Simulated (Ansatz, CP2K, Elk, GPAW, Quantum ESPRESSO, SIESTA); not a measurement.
**Code comparison for CdTe (F-43m, 2 atoms in the cell)**

Self-consistent single point.

```yaml
crystal:
  lattice:
    - [0.00000, 3.24000, 3.24000]
    - [3.24000, 0.00000, 3.24000]
    - [3.24000, 3.24000, 0.00000]
  atoms:
    - { symbol: Cd, position: [0.00000, 0.00000, 0.00000] }
    - { symbol: Te, position: [0.25000, 0.25000, 0.25000] }
```

All programs got the same cell, k-point mesh and kind of occupations (in Ansatz's words: kpoints.mp_grid.grid = 5 5 5; scf.occupations.method = fermi_dirac; scf.occupations.width = 0.05 eV); potentials, basis and cutoffs are each program's usual ones.

```csv
code,model,pressure (GPa),gap on the mesh (eV),k-points,cutoff
Ansatz,"PBE, default PAW files",2.62,0.769,10,420 eV
CP2K,"PBE, GPW, DZVP-MOLOPT-SR-GTH basis, GTH-PBE potentials (GTH_POTENTIALS)",3.37,0.855,63,grid 500 Ry
Quantum ESPRESSO,"PBE, GBRV 1.5 ultrasoft (PBE) pseudopotentials",2.76,0.760,10,40 Ry
GPAW,"PBE, GPAW PAW datasets PBE (gpaw-data 1.0.1)",2.22,0.768,10,550 eV
Elk,"PBE, all-electron FP-LAPW, Elk's shipped species files, default APW+lo basis",–,0.721,14,rgkmax 7
SIESTA,"GGA PBE, numerical atomic orbitals TZP, PseudoDojo PBE standard norm-conserving potentials (rewritten from UPF to PSML)",1.00,0.886,63,grid 350 Ry
```

A dash marks a value that a program does not give, or that is left out as unsure.

Gaps are read on the mesh.

The spread over the programs that give each value: pressure within 2.37 GPa; gap on the mesh within 0.165 eV.

The starting cell has typed, rounded lattice constants, without a prior relaxation at this level. On Ansatz's run: Spin-orbit coupling is off.

Why do the programs differ, and what cannot be compared?

Differences of this kind can come from the potentials, where these differ, and from what each basis and cutoff leave unconverged. The valence holds different numbers of electrons (Ansatz (a program for electronic structure) 36, CP2K 18, Quantum ESPRESSO 18, GPAW 18, SIESTA 36). The zero of total energies and Fermi levels follows the potentials and each program's conventions, so they are not compared here. CP2K and SIESTA use small atom-centred bases, whose incompleteness enters pressures, forces and empty levels differently from a plane-wave cutoff. Elk treats all electrons, but the usual bases taken here (sphere radii, linearisation, local orbitals, empty states) were not tested for convergence, so the values are no reference for the others. Ansatz's pressure is given at a fixed set of plane waves, as the other plane-wave codes print theirs; with its correction for the finite basis it is 2.65 GPa. The programs reduce the same mesh by symmetry to different extents, which changes the work and not the result. In the pressure, SIESTA (by 1.61) lies more than 1 GPa from the median of the plane-wave programs.

Left out of this page: ABINIT and FLEUR (with a known weakness of the program).

Keys are those of Ansatz 0.2.
